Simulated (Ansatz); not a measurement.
The parent structure is BeSe in the zinc blende structure (space group F-43m, No. 216; a = 5.129 Å).

Method: plane-wave PAW DFT at the PBEsol level (Ansatz, a first-principles code, 420 eV), no spin-orbit coupling.

One change was made to it. Results:

| quantity | base | after |
|---|---|---|
| band gap | 2.47 eV | 2.41 eV |
| gap character | indirect, Γ → X | indirect, Γ → X |
| volume per atom | 16.86 Å³ | 16.44 Å³ |
| width of the top valence band | 3.37 eV | 3.50 eV |

**Question.** Which of these changes matches the shifts?
A. pressure 22.5 GPa
B. pressure 30 GPa
C. pressure −2 GPa
D. pressure 2.1 GPa
E. pressure −1 GPa

**Answer.** D, pressure 2.1 GPa. For comparison, the band gap in the other runs: pressure 22.5 GPa gives 1.96 eV; pressure 30 GPa gives 1.82 eV; pressure −1 GPa gives 2.49 eV; pressure −2 GPa gives 2.52 eV.

Load acts through the strain it causes; cell and atoms are relaxed under it. Stability against distortions was not tested. Competing high-pressure phases were not computed.
